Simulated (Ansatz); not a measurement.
**Rutile MgC₂ (cell taken from a computed entry)**

These are r²SCAN in Ansatz (plane waves, PAW) values and carry that method's errors.

Settings: plane-wave cutoff 500 eV, 10×10×8 k mesh (along the axes of the cell as run), Fermi–Dirac smearing 0.05 eV, scalar-relativistic PAW data made under PBE.

Cell (relaxed at this level):

```cif
data_C4Mg2
_chemical_formula_sum 'Mg2 C4'
_space_group_name_H-M_alt 'P42/mnm'
_space_group_IT_number 136
_space_group_name_Hall '-P 4n 2n'
_cell_length_a 3.93607
_cell_length_b 3.93607
_cell_length_c 4.93452
_cell_angle_alpha 90.000
_cell_angle_beta 90.000
_cell_angle_gamma 90.000
loop_
_atom_site_label
_atom_site_type_symbol
_atom_site_symmetry_multiplicity
_atom_site_Wyckoff_symbol
_atom_site_fract_x
_atom_site_fract_y
_atom_site_fract_z
_atom_site_occupancy
Mg1 Mg 2 b 0.00000 0.00000 0.50000 1
C1 C 4 f 0.11184 0.11184 0.00000 1
```

```yaml
band_gap: 2.90 eV (on the SCF k mesh)
```

Note: the relaxation could not lower the start's symmetry, so the cell can be a saddle point above a distorted one.

Static lattice: no zero-point or thermal effects.

Ansatz is an electronic-structure program.
